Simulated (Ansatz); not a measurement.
Bond-angle distributions (per cent of the angles at each element, bins of 10°) of a relaxed model of amorphous Si24O51Sb2 at 2.45 g/cm³. Level of theory: PBE, scalar-relativistic without spin-orbit coupling (plane waves to 420 eV, PAW; Ansatz, a first-principles code).

The cell was made by melting and quenching with the CHGNet potential and then relaxed with DFT. O atoms were pushed apart under 1.9 Å during the dynamics, to hinder bonds among them. The hot cell started wider than the set density and was brought back towards it in steps. It is the lowest in DFT energy of 2 quenches. It is a model cell: composition and starting density were chosen by hand, and all elements were melted together. No dispersion term was used. Its density started from a set value of 2.45 and ended at 2.45 g/cm³. The quench (nominally 480 K/ps over its main leg) was far faster than any real one, so the model tends to hold more defects than a real film. A cell of this size samples the disorder only roughly. The volume was held where the preparation left it, at a PBE pressure of 0.8 GPa. Stress components on the final sampling reach 2.0 GPa.

Bonds are counted up to Si-Si 2.60 Å, Si-O 1.90 Å, Si-Sb 2.92 Å, O-O 1.58 Å, O-Sb 2.46 Å, Sb-Sb 3.25 Å. Two cations that share two anions don't count as bonded, nor two that share one unless they lie closer than Si-Si 2.38 Å, Si-Sb 2.68 Å, Sb-Sb 2.97 Å.

| angle (°) | at Si | at O |
|---|---|---|
| 50-60 | 0 | 0 |
| 60-70 | 0 | 0 |
| 70-80 | 0 | 0 |
| 80-90 | 0 | 4 |
| 90-100 | 3 | 0 |
| 100-110 | 54 | 0 |
| 110-120 | 40 | 0 |
| 120-130 | 3 | 14 |
| 130-140 | 0 | 38 |
| 140-150 | 0 | 24 |
| 150-160 | 0 | 10 |
| 160-170 | 0 | 6 |
| 170-180 | 0 | 4 |

They go with these counts of neighbours within the cut-offs, cation contacts included: Si mean 4.0, most often 4; O mean 2.0, most often 2.
